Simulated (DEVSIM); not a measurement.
Structure: double heterostructure, GaAs between p- and n-type Al0.25Ga0.75As, at 350 K.

```tsv
layer (left to right)	material	thickness (μm)	Nd (cm⁻³)	Na (cm⁻³)	τn (s)	τp (s)
1	Al0.25Ga0.75As	0.730	2e17	-	3.9e-10	3.9e-10
2	GaAs	0.370	-	8.1e15	3.9e-10	3.9e-10
3	Al0.25Ga0.75As	0.410	-	1.3e17	3.9e-9	3.9e-10
```

Left contact: ohmic. Right contact: ohmic. Voltage is applied to the left contact. Recombination: SRH at mid-gap, radiative. Mobility is μmin + (μ − μmin)/(1 + (N/Nref)^α).

Constants are typed, rounded textbook-type inputs, not results; the design itself was drawn at random and stands for no fabricated device. Values at 300 K; Nc and Nv go as T^1.5, mobilities as T to minus their exponent, the gap by Varshni's rule with the affinity fixed.

```tsv
parameter	Al0.25Ga0.75As	GaAs
gap (eV)	1.7357	1.424
affinity (eV)	3.8725	4.07
permittivity	12.19	12.9
Nc (cm⁻³)	6.5e17	4.7e17
Nv (cm⁻³)	9e18	9e18
μn (cm²/Vs)	4375	8500
μp (cm²/Vs)	221	400
μn,min	500	500
μp,min	20	20
Nref,n	6e16	6e16
Nref,p	1.5e17	1.5e17
αn	0.39	0.39
αp	0.38	0.38
T exponent of μn	2.1	2.1
T exponent of μp	2.2	2.2
B (cm³/s)	2e-10	2e-10
Varshni α (eV/K)	0.000541	0.000541
Varshni β (K)	204	204
```

Model (solved in DEVSIM): 1D drift-diffusion, Boltzmann statistics, complete ionisation; no tunnelling, impact ionisation, image-force lowering or self-heating. Band offsets follow the typed affinities; no thermionic-emission limit at abrupt steps, no polarisation charge.

Question: Tabulate band edges, carrier densities and field at -1.05 V on the left contact.

Answer: Energies count from the Fermi level of the right contact; mesh points crowd at the junctions.

```csv
x (μm),Ec (eV),Ev (eV),n (cm⁻³),p (cm⁻³),field (V/cm)
0.000,1.093,-0.620,2.0e17,< 1e2,≈ 0
0.009001,1.093,-0.620,2.0e17,7.5e7,≈ 0
0.03309,1.093,-0.620,2.0e17,2.8e8,≈ 0
0.1033,1.093,-0.620,2.0e17,8.8e8,≈ 0
0.4071,1.093,-0.620,2.0e17,4.4e9,≈ 0
0.6198,1.093,-0.620,2.0e17,9.3e9,≈ 0
0.6928,1.100,-0.612,1.5e17,1.5e10,7600
0.7246,1.201,-0.512,5.5e15,4.4e11,68000
0.7313,1.054,-0.347,5.2e17,1.0e14,67000
0.7427,1.104,-0.297,9.9e16,5.5e14,30000
0.7745,1.160,-0.241,1.6e16,3.5e15,10000
0.9150,1.197,-0.204,4.5e15,1.2e16,290
1.035,1.208,-0.193,3.1e15,1.8e16,3100
1.080,1.240,-0.160,1.1e15,5.3e16,15000
1.099,1.285,-0.116,2.4e14,2.4e17,41000
1.106,1.514,-0.199,1.7e11,1.5e16,38000
1.125,1.560,-0.152,3.6e10,7.1e16,13000
1.175,1.578,-0.134,1.7e10,1.3e17,260
1.368,1.578,-0.134,7.3e9,1.3e17,-22
1.463,1.578,-0.135,2.4e9,1.3e17,-22
1.496,1.578,-0.135,7.0e8,1.3e17,-22
1.510,1.578,-0.135,< 1e2,1.3e17,-22
```
